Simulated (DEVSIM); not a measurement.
System: W/Al2O3/n-Ge capacitor, at 250 K.

```tsv
layer (left to right)	material	thickness (nm)	Nd (cm⁻³)
1	Al2O3	2.90	-
2	Ge	7000	7.2e15
```

Metal gate on the left, work function 4.6 eV. Fixed charge at the semiconductor interface -7.4e10 cm⁻² (in units of +e); no interface traps.

Constants are typed, rounded textbook-type inputs, not results; the design itself was drawn at random and stands for no fabricated device. Values at 300 K; Nc and Nv go as T^1.5, mobilities as T to minus their exponent, the gap by Varshni's rule with the affinity fixed.

| parameter | Al2O3 | Ge |
|---|---|---|
| gap (eV) | 6.8 | 0.664 |
| affinity (eV) | 1.35 | 4 |
| permittivity | 9 | 16 |
| Nc (cm⁻³) | - | 1.04e19 |
| Nv (cm⁻³) | - | 6e18 |
| Varshni α (eV/K) | - | 0.000477 |
| Varshni β (K) | - | 235 |

Simulated with DEVSIM: 1D Poisson equation in equilibrium, Boltzmann statistics, complete ionisation; no quantum confinement or tunnelling. Metal contacts follow the ideal Schottky-Mott rule: no Fermi-level pinning, no interface dipoles.

The substrate doping was swept, all else fixed.

```tsv
substrate doping (cm^-3)	flat-band voltage (V)	threshold voltage (band bending 2φF) (V)	minimum of the low-frequency capacitance (μF/cm²)
3.6e14	0.39	(withheld)	(withheld)
7.2e14	0.40	0.11	0.0211
1.4e15	0.42	0.09	0.0269
3.6e15	0.44	0.07	0.0400
7.2e15	0.45	0.05	0.0539
1.4e16	0.47	0.03	0.0702
```

Question: Some entries are withheld; supply them.

Answer: 
- 3.6e14, threshold voltage (band bending 2φF) (V): 0.12
- 3.6e14, minimum of the low-frequency capacitance (μF/cm²): 0.0161
